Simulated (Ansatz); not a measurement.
Defect: O vacancy in monoclinic HfO2, neutral cell. The step: one O atom jumps into the vacancy from a nearby O site; the atom moves 2.59 Å along (0.00, -0.01, -0.48) of the unit cell; the moving atom starts with neighbours Hf at 2.13, Hf at 2.15, Hf at 2.30, Hf at 2.31; O at 2.57, O at 2.60, O at 2.72, O at 2.74 Å and ends with Hf at 2.18, Hf at 2.20, Hf at 2.23, Hf at 2.25; O at 2.56, O at 2.59, O at 2.72, O at 2.74 Å. DFT values are from Ansatz (plane-wave PAW, 420 eV unless said) in a cell of 96 host sites, spin-restricted, static, with no finite-size correction. The charge state is imposed; whether it is stable for some Fermi level was not computed. Forms of the defect that were not tried may lie lower. For the PBE band: the program found a first-order saddle point.

| Level | Forward barrier (eV) | Cost of the band or of the saddle's single point |
|---|---|---|
| CHGNet universal potential (has no charge state), its own band | 0.70 | - |
| PBE, the Γ point alone, band relaxed | 2.57 | very roughly 50 core-minutes |
| PBE, a 2×2×2 k-point mesh shifted by half a step, same geometries | 2.66 | about 9 core-minutes (a rough figure) |
| r2SCAN at 500 eV, the Γ point alone, same geometries | [?] | very roughly 2.0 core-minutes |

Question: Some entries are withheld; supply them.

Answer: 
- r2SCAN at 500 eV, the Γ point alone, same geometries, Forward barrier (eV): 2.79

Ansatz is a program for electronic structure.
